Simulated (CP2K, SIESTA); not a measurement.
A SIESTA input for a self-consistent single point of TaCuS2 (P6_3mc, 8 atoms in the cell) (DFT, LDA PW92, numerical atomic orbitals TZP, PseudoDojo LDA standard norm-conserving potentials (rewritten from UPF to PSML)):

```
# files in the folder: Ta.psml Cu.psml S.psml (PseudoDojo LDA standard)
SystemName  TaCuS2
SystemLabel TaCuS2

NumberOfAtoms                8
NumberOfSpecies              3
%block ChemicalSpeciesLabel
  1 73 Ta
  2 29 Cu
  3 16 S
%endblock ChemicalSpeciesLabel
LatticeConstant              1.0 Ang
%block LatticeVectors
     3.371090000    0.000000000    0.000000000
    -1.685545000    2.919450000    0.000000000
     0.000000000    0.000000000   13.331300000
%endblock LatticeVectors
AtomicCoordinatesFormat      ScaledCartesian
%block AtomicCoordinatesAndAtomicSpecies
     1.685546686    0.973149027    9.945416426  1
    -0.000001686    1.946300973    3.279766426  1
     1.685546686    0.973149027   12.848973566  2
    -0.000001686    1.946300973    6.183323566  2
     1.685546686    0.973149027    4.884188381  3
    -0.000001686    1.946300973   11.549838381  3
    -0.000001686    1.946300973    8.395919427  3
     1.685546686    0.973149027    1.730269427  3
%endblock AtomicCoordinatesAndAtomicSpecies

XC.functional                LDA
XC.authors                   PW92
PAO.BasisSize                TZP
PAO.EnergyShift              0.01 Ry
MeshCutoff                   300 Ry
%block kgrid.MonkhorstPack
    8   0   0  0.0
    0   8   0  0.0
    0   0   2  0.0
%endblock kgrid.MonkhorstPack
OccupationFunction           FD
ElectronicTemperature        100.0 meV

MaxSCFIterations             150
SCF.Mixer.Method             Pulay
SCF.Mixer.Weight             0.25
SCF.Mixer.History            6
SCF.DM.Tolerance             1.0E-05
Diag.ParallelOverK           true
WriteForces                  true
```

### Question
Write the same calculation as an input for CP2K.

### Answer
One input that does it (others would too):

```
&GLOBAL
  PROJECT bulk
  RUN_TYPE ENERGY_FORCE
  PRINT_LEVEL LOW
&END GLOBAL
&FORCE_EVAL
  METHOD Quickstep
  STRESS_TENSOR ANALYTICAL
  &DFT
    BASIS_SET_FILE_NAME BASIS_MOLOPT
    POTENTIAL_FILE_NAME GTH_POTENTIALS
    &QS
      METHOD GPW
      EPS_DEFAULT 1E-10
    &END QS
    &MGRID
      CUTOFF 600
      REL_CUTOFF 50
      NGRIDS 5
    &END MGRID
    &SCF
      SCF_GUESS ATOMIC
      EPS_SCF 1E-6
      MAX_SCF 100
      ADDED_MOS 12
      &DIAGONALIZATION
        ALGORITHM STANDARD
      &END DIAGONALIZATION
      &MIXING
        METHOD BROYDEN_MIXING
        ALPHA 0.2
        NBUFFER 12
      &END MIXING
      &SMEAR ON
        METHOD FERMI_DIRAC
        ELECTRONIC_TEMPERATURE [K] 1160.45
      &END SMEAR
    &END SCF
    &KPOINTS
      SCHEME MACDONALD 8 8 2 0.0625 0.0625 0.25
    &END KPOINTS
    &XC
      &XC_FUNCTIONAL PADE
      &END XC_FUNCTIONAL
    &END XC
    &PRINT
      &MO
        EIGENVALUES T
        OCCUPATION_NUMBERS T
        NDIGITS 8
        FILENAME mo
        &EACH
          QS_SCF 0
        &END EACH
        ADD_LAST NUMERIC
      &END MO
      &MULLIKEN OFF
      &END MULLIKEN
    &END PRINT
  &END DFT
  &SUBSYS
    &CELL
      ABC 3.37109000 3.37109037 13.33130000
      ALPHA_BETA_GAMMA 90.00000000 90.00000000 119.99999642
      PERIODIC XYZ
    &END CELL
    &COORD
      Ta       1.68554669     0.97314903     9.94541643
      Ta      -0.00000169     1.94630097     3.27976643
      Cu       1.68554669     0.97314903    12.84897357
      Cu      -0.00000169     1.94630097     6.18332357
      S        1.68554669     0.97314903     4.88418838
      S       -0.00000169     1.94630097    11.54983838
      S       -0.00000169     1.94630097     8.39591943
      S        1.68554669     0.97314903     1.73026943
    &END COORD
    &KIND Ta
      BASIS_SET DZVP-MOLOPT-SR-GTH-q13
      POTENTIAL GTH-PADE-q13
    &END KIND
    &KIND Cu
      BASIS_SET DZVP-MOLOPT-SR-GTH-q11
      POTENTIAL GTH-PADE-q11
    &END KIND
    &KIND S
      BASIS_SET DZVP-MOLOPT-SR-GTH-q6
      POTENTIAL GTH-PADE-q6
    &END KIND
  &END SUBSYS
  &PRINT
    &FORCES ON
    &END FORCES
    &STRESS_TENSOR ON
    &END STRESS_TENSOR
  &END PRINT
&END FORCE_EVAL
```

Basis, cutoffs, solver keys and any potentials are the target program's own. This input uses DFT LDA (Pade form), GPW, DZVP-MOLOPT-SR-GTH basis, GTH-PADE potentials (GTH_POTENTIALS). LDA parametrisations can differ slightly between programs.

The starting cell comes from a database of computed structures (which also holds hypothetical and non-ambient phases and stackings), without a prior relaxation at this level.
